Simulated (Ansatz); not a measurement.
# Carrier properties of LiF under load (space group I4/mmm)

Given:

```yaml
crystal:
  lattice:
    - [0.00000, 1.95550, 2.24429]
    - [1.95550, 0.00000, 2.24429]
    - [1.95550, 1.95550, 0.00000]
  atoms:
    - { symbol: Li, position: [0.00000, 0.00000, 0.00000] }
    - { symbol: F, position: [0.50000, 0.50000, 0.50000] }
```

Calculation: r2SCAN, rigid bands (plane waves, PAW, scalar-relativistic; Ansatz, an electronic-structure program). Condition of this run: uniaxial stress along [001] of -6 GPa (compression positive) (the target of the relaxation). How the cell was made: cell and atoms relaxed with PBEsol, then loaded as said.

- band gap = 9.46 eV
- electron conductivity mass (300 K, dilute) = 0.87 (x), 0.87 (y), 0.80 (z) mₑ
- hole conductivity mass (300 K, dilute) = 4.6 (x), 4.6 (y), 2.4 (z) mₑ
- effective density of states N_c (300 K) = 2.0e19 cm⁻³
- effective density of states N_v (300 K) = 2.6e20 cm⁻³
- density-of-states mass, electrons = 0.86 mₑ
- density-of-states mass, holes = 4.7 mₑ
- Seebeck coefficient, n-type 1e19 cm⁻³, 300 K = -275 μV/K
- best n-type power factor at 300 K for τ = 10 fs (best axis; densities from 1e16 to 1e21 cm⁻³ tried, whether or not they can be reached) = 3.9 μW/(cm·K²) at 1e20 cm⁻³
- Seebeck coefficient, p-type 1e19 cm⁻³, 300 K = 582 μV/K

Rigid bands; masses and Seebeck coefficients take one relaxation time τ for all states and one kind of carrier; polarons and phonon drag are left out. Spin-orbit coupling is left out. Geometry: cell and atoms relaxed with PBEsol.
